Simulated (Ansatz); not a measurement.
The reference is InAs in the zinc blende structure (space group F-43m, No. 216).

```
CELL_PARAMETERS angstrom
      0.00000     3.09317     3.09317
      3.09317     0.00000     3.09317
      3.09317     3.09317     0.00000
ATOMIC_POSITIONS crystal
  In 0.00000 0.00000 0.00000
  As 0.25000 0.25000 0.25000
```

Level of theory: Ansatz (a first-principles code), PBE, PAW, cutoff 420 eV, no spin-orbit coupling.

Strains are applied to the cell and any free atomic positions relax.

One change was made to it. Results:

The band gap remains zero; the pressure goes from zero to -2.5 GPa.

Problem. Name the change that was made.
(A) isotropic strain +2.00 %
(B) isotropic strain −0.50 %
(C) isotropic strain −3.00 %
(D) isotropic strain −1.00 %
(E) isotropic strain +0.50 %

Solution. A, isotropic strain +2.00 %. For comparison, the pressure in the other runs: isotropic strain −1.00 % gives 1.6 GPa; isotropic strain +0.50 % gives -0.7 GPa; isotropic strain −0.50 % gives 0.8 GPa; isotropic strain −3.00 % gives 5.5 GPa.

A case with no gap was solved on a k-mesh chosen for an insulator, which is coarse for it. Stability against distortions was not tested. All final runs are without spin polarisation. The zero or small gap of InAs can change with the level of theory.
